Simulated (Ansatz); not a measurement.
# TiAl, response to strain

The parent structure is TiAl (space group P4/mmm, No. 123; a = 2.8239 Å, c = 4.0746 Å; relaxed with 0.1 eV smearing). Axes: x, y, z lie along a, b, c of the conventional cell.

Strains are applied to the cell and any free atomic positions relax; under biaxial strain the out-of-plane vector relaxes too.

The values are results of plane-wave PAW DFT at the PBE level (Ansatz, a first-principles code, 420 eV), no SOC, earlier PAW set, not measurements.

```json
[
 {"biaxial strain, plane normal [001], relaxed out of plane (%)": "-2.76", "out-of-plane strain (%)": "2.71"},
 {"biaxial strain, plane normal [001], relaxed out of plane (%)": "-2.15", "out-of-plane strain (%)": "2.11"},
 {"biaxial strain, plane normal [001], relaxed out of plane (%)": "-1.06", "out-of-plane strain (%)": "?"},
 {"biaxial strain, plane normal [001], relaxed out of plane (%)": "-0.82", "out-of-plane strain (%)": "0.81"},
 {"biaxial strain, plane normal [001], relaxed out of plane (%)": "0", "out-of-plane strain (%)": "0.00"}
]
```

### Question
Fit ε⊥ = −νε + γε² (strains in %) to the rows shown and predict the withheld row.

### Answer
Least squares on the printed values gives ν = 0.99 (the biaxial Poisson response) and γ = -0.002 (largest residual 0.00 %); this predicts 1.04 %, and the run gives 1.04 %, in agreement.

No phonon test of stability was made. All final runs are without spin polarisation.
